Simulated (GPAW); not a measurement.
Worked example: self-consistent single point of SrAuO2 (P1, 8 atoms in the cell) in GPAW.

Computed with LDA (Perdew-Wang 92), GPAW PAW datasets LDA (gpaw-data 1.0.1) (plane waves; GPAW).

The change in words: lattice scaled by 0.98. Reference geometry:
```
SrAuO2
1.0
    3.58483    -4.98205     0.00000
    3.58483     4.98205     0.00000
   -0.00199     0.00000     3.67160
Sr Au O
2 2 4
Direct
  0.50063   0.02260   0.99191
  0.01289   0.50479   0.01435
  0.00292   0.99796   0.51409
  0.50713   0.50055   0.48735
  0.68893   0.28408   0.47048
  0.30783   0.71523   0.51589
  0.72707   0.73102   0.80805
  0.25261   0.24378   0.19789
```

Reference input (self-consistent single point, DFT LDA (Perdew-Wang 92), plane waves, GPAW PAW datasets LDA (gpaw-data 1.0.1)): mode = pw; ecut = 950 eV; xc = LDA; kpts = 3 3 5; mesh shift (steps) = 0 0 0; occupations.name = fermi-dirac; occupations.width = 0 eV; nbands = -6; convergence.density = 1e-05 e/electron; convergence.bands = -4; symmetry.symmorphic = false; symmetry.tolerance = 0.0005. This run's input differs from it in these lines:

```diff
@@ -5,13 +5,13 @@
 atoms = Atoms(['Sr', 'Sr', 'Au', 'Au', 'O', 'O', 'O', 'O'],
-              cell=[[3.584835, -4.982055, 0.000000],
-                    [3.584835, 4.982055, 0.000000],
-                    [-0.001987, 0.000000, 3.671599]],
-              positions=[[1.875716, -2.381572, -0.029718],
-                         [1.855747, 2.450663, 0.052676],
-                         [0.002108, -0.024706, 1.887514],
-                         [3.611402, -0.032817, 1.789357],
-                         [3.487131, -2.017005, 1.727418],
-                         [3.666455, 2.029699, 1.894145],
-                         [5.225403, 0.019704, 2.966850],
-                         [1.779090, -0.043962, 0.726554]],
+              cell=[[3.513138, -4.882414, 0.000000],
+                    [3.513138, 4.882414, 0.000000],
+                    [-0.001947, 0.000000, 3.598167]],
+              positions=[[1.838202, -2.333940, -0.029124],
+                         [1.818632, 2.401650, 0.051623],
+                         [0.002066, -0.024212, 1.849764],
+                         [3.539174, -0.032160, 1.753570],
+                         [3.417388, -1.976665, 1.692869],
+                         [3.593125, 1.989105, 1.856262],
+                         [5.120895, 0.019310, 2.907513],
+                         [1.743508, -0.043082, 0.712023]],
               pbc=True)
```

Log, with long lists cut:

```
     iter     time        total  log10-change:
                         energy   eigst   dens
iter:   1 --:--:--   -58.535787   +0.50
iter:   2 --:--:--   -55.404727   -0.68  -1.08
iter:   3 --:--:--   -49.147590   -0.49  -1.15
iter:   4 --:--:--   -48.780625   -1.07  -1.38
iter:   5 --:--:--   -48.672061   -1.64  -1.46
iter:   6 --:--:--   -48.521960   -1.47  -1.75
iter:   7 --:--:--   -48.504536   -2.15  -2.18
iter:   8 --:--:--   -48.441814   -2.44  -2.20
iter:   9 --:--:--   -48.442859   -3.86  -2.55
iter:  10 --:--:--   -48.439235c  -3.38  -2.59
iter:  11 --:--:--   -48.439633c  -3.83  -2.86
   [... lines left out ...]
iter:  20 --:--:--   -48.438672c  -6.69  -3.74
iter:  21 --:--:--   -48.438670c  -6.47  -3.77
iter:  22 --:--:--   -48.438675c  -6.65  -3.81
iter:  23 --:--:--   -48.438675c  -7.73c -3.94
iter:  24 --:--:--   -48.438673c  -5.91  -3.98
iter:  25 --:--:--   -48.438669c  -7.02  -4.32
iter:  26 --:--:--   -48.438669c  -7.87c -4.43
iter:  27 --:--:--   -48.438669c  -7.41c -4.58
iter:  28 --:--:--   -48.438669c  -8.32c -4.77
iter:  29 --:--:--   -48.438669c  -8.57c -4.84
iter:  30 --:--:--   -48.438669c  -9.10c -4.89
iter:  31 --:--:--   -48.438668c  -8.02c -4.94
iter:  32 --:--:--   -48.438668c  -8.82c -5.09c
Converged after 32 iterations.

Dipole moment: (-4.479765, -0.827971, -0.415552) |e|*Ang

Energy contributions relative to reference atoms: (reference = -1213532.248271)

Kinetic:        +18.156482
Potential:      -17.935480
External:        +0.000000
XC:             -49.421285
Entropy (-ST):   +0.000000
Local:           +0.761614
SIC:             +0.000000
--------------------------
Free energy:    -48.438668
Extrapolated:   -48.438668

Showing only first 2 kpts
 Kpt  Band  Eigenvalues  Occupancy
  0    31      4.76687    2.00000
  0    32      5.12414    2.00000
  0    33      7.41186    0.00000
  0    34      8.62013    0.00000

  1    31      4.94745    2.00000
  1    32      5.30459    2.00000
  1    33      7.52478    0.00000
  1    34      8.68826    0.00000

Fermi level: 6.43713

Gap: 1.697 eV
Transition (v -> c):
   [... lines left out ...]
Direct gap: 1.843 eV
   [... lines left out ...]
  2 Au   -0.75987    0.09222    0.14410
  3 Au   -1.29559    1.74684   -0.29385
  4 O     1.06023   -1.68307    0.48029
  5 O    -0.51783    0.38730   -0.37392
  6 O     2.46770   -0.45202   -0.14626
  7 O    -0.33076    0.59941    0.60312

Stress tensor:
     0.023275     0.001133    -0.026975
     0.001133    -0.018798    -0.000704
    -0.026975    -0.000704     0.010090
Stress (GPa, Voigt): [ 3.7291 -3.0117  1.6166 -0.1128 -4.3219  0.1815]
```

The run converged in 32 iterations. GPAW prints stress with tension positive. Against the reference run the free energy falls by 25.5 meV/atom, the largest force goes from 2.134 to 2.513 eV/Å and the gap on the mesh goes from 1.560 to 1.697 eV.

At such cutoffs GPAW's stress carries a finite-basis (Pulay) error, which enters relaxed cells too; its log prints stress with tension positive.

The starting cell comes from a database of computed structures (which also holds hypothetical and non-ambient phases and stackings), without a prior relaxation at this level. Its atoms were displaced at random from the sites of space group no. 12. For this run, on top of that: lattice scaled by 0.98. Spin-orbit coupling is off. Forces in this geometry exceed 1 eV/Å.

Cost on one core of a shared machine: roughly 3 min.
